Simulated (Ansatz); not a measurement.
A working Ansatz (an electronic-structure program) input for LaInAu (P-62m, 9 atoms in the cell) (DFT, PBEsol, plane waves, default PAW files made with PBE):

Ansatz 0.2 input:
```yaml
crystal:
  lattice:
    - [7.727000, 0.000000, 0.000000]
    - [-3.863500, 6.691778, 0.000000]
    - [0.000000, 0.000000, 4.315000]
  atoms:
    - { symbol: Au, position_ang: [0.000000, 0.000000, 2.157500] }
    - { symbol: In, position_ang: [1.893115, 0.000000, 0.000000] }
    - { symbol: In, position_ang: [2.916943, 5.052292, 0.000000] }
    - { symbol: In, position_ang: [-0.946558, 1.639486, 0.000000] }
    - { symbol: Au, position_ang: [-0.000004, 4.461188, 0.000000] }
    - { symbol: Au, position_ang: [3.863504, 2.230590, 0.000000] }
    - { symbol: La, position_ang: [4.520295, 0.000000, 2.157500] }
    - { symbol: La, position_ang: [1.603352, 2.777088, 2.157500] }
    - { symbol: La, position_ang: [-2.260147, 3.914690, 2.157500] }
basis:
  ecutwfc: 420.0
kpoints:
  mp_grid: { grid: [5, 5, 8] }
hamiltonian:
  xc: pbesol
  pseudopotentials: { kind: paw }
scf:
  occupations: { method: methfessel_paxton, width: 0.272 }
output:
  forces: true
  eigenvalues: true
  stress: true
```

The run converged in 8 iterations: free energy E − TS (on the zero of these files) -74088.3283 eV; Fermi level (on the code's own zero) 13.95 eV; pressure -0.89 GPa; largest force (vector length) 0.091 eV/Å. Each of these slips is then made, one at a time:

(1)
```diff
-  occupations: { method: methfessel_paxton, width: 0.272 }
+  occupations: { method: mv, width: 0.272 }
```

(2)
```diff
-  occupations: { method: methfessel_paxton, width: 0.272 }
+  occupations: { method: fixed }
```

Question: Predict the outcome of each change.

Answer: 
(1) A value that the program does not know. The program stopped before any SCF iteration.
```
Error: YAML parse error: error: line 24 column 26: unknown occupation method `mv` (expected fermi_dirac | gaussian | methfessel_paxton | cold | fixed | tetrahedron | tetrahedron_uncorrected | explicit)
  --> <input>:24:26
   |
22 |   pseudopotentials: { kind: paw }
23 | scf:
24 |   occupations: { method: mv, width: 0.272 }
   |                      [...]
```

(2) An odd electron count with paired, fixed occupations. The program stopped before any SCF iteration.
```
Error: inconsistent input (scf.occupations.method, magnetization): a σ = 0 step fill (method: fixed, or a smearing width below the step floor) cannot realise an odd electron count (129) without a locked total moment — the per-k integer fill puts the same N_el/2 bands in each spin channel; set magnetization.spin_polarized: true with magnetization.sp [...]
```

The starting cell comes from a database of published, mostly measured structures (it also holds non-ambient and calculated ones), without a prior relaxation at this level. Ansatz's pressure includes its estimate of the finite-basis (Pulay) stress.

Left out of this page: 4 runs of the series outside the window shown, repeating another row's setting, or not comparable; 1 run of the series stopped by limits of time or memory.
